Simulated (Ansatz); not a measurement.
**Gaps of 6 crystals under hydrostatic pressure**

Cells relaxed with PBEsol to the stress (compression positive), bands by r2SCAN, rigid bands (plane waves, PAW, scalar-relativistic; Ansatz, a quantum-chemistry and plane-wave program). The ln V is that of the volume.

```
Crystal                 gap unloaded (eV)  tension (GPa)  ln V (%)  gap (eV)  compression (GPa)  ln V (%)  gap (eV)
----------------------  -----------------  -------------  --------  --------  -----------------  --------  --------
rocksalt YN (Fm-3m)                 0.541          -6.00      3.79     0.605               6.00     -3.27     0.481
rutile SnO₂ (P4_2/mnm)              1.681          -2.00      1.10     1.566               2.00     -1.04     1.794
zincblende BN (F-43m)               5.008         -18.00      5.13     4.939              18.00     -4.32     5.062
rocksalt MgO (Fm-3m)                5.614          -3.00      1.98     5.417               3.00     -1.83     5.802
wurtzite BN (P6_3mc)                5.737          -9.00      2.44     5.781               9.00     -2.24     5.695
rocksalt LiF (Fm-3m)               10.202          -1.20      1.70    10.042               1.20     -1.62    10.356
```

Problem. Work out the change of the gap per unit ln V on each side. Which crystal answers most strongly to tension, and does the size follow the gap?

Solution. 
| Crystal | tension (eV) | compression (eV) |
|---|---|---|
| YN (Fm-3m) | 1.7 | 1.8 |
| SnO2 (P4_2/mnm) | -10 | -11 |
| BN (F-43m) | -1.3 | -1.2 |
| MgO (Fm-3m) | -9.9 | -10 |
| BN (P6_3mc) | 1.8 | 1.9 |
| LiF (Fm-3m) | -9.4 | -9.5 |

Strongest under tension, with those that 0.01 eV in the gaps can't tell from it: SnO$_{2}$ (P4_2/mnm), MgO (Fm-3m), LiF (Fm-3m). The rank correlation of the size under tension with the unloaded gap is 0.14. In 0 of 6 crystals the two values differ in sign, which marks a turning point of the gap near zero load.

Gaps are resolved to about 0.01 eV, and the values are means up to the load shown; the lowest valley can differ between crystals and loads. Every relaxation keeps its starting phase, so transitions and fracture can't show.
